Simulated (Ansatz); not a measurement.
The parent structure is WSe₂ in the 2H-MoS2 type structure (space group P6_3/mmc, No. 194; a = 3.231 Å, c = 12.411 Å; layered, stacked along the Cartesian z axis). Axes: x lies along a and z along c of the hexagonal cell.

Now apply this change: compressive biaxial strain of 1.15 % in the plane normal to [001], as in epitaxy on a mismatched substrate; the out-of-plane cell vector and the atoms relax.

Levels (all Ansatz, an electronic-structure program, PAW): PBEsol-D3(BJ) (420 eV, no spin-orbit coupling); r2SCAN (500 eV, no spin-orbit coupling); HSE06 (420 eV, no spin-orbit coupling).

At the geometry relaxed with PBEsol-D3(BJ), these levels gave the following band gaps, in shuffled order: (a) 0.85 eV, (b) 1.15 eV, (c) 0.69 eV.

Match each gap to its level.

(a) r2SCAN; (b) HSE06; (c) PBEsol-D3(BJ).

Single points use the geometry relaxed with PBEsol-D3(BJ). HSE06 gaps are upper bounds (no full band path). With W present, leaving out spin-orbit coupling can change the band edges. Whether these cells are dynamically stable was not tested.
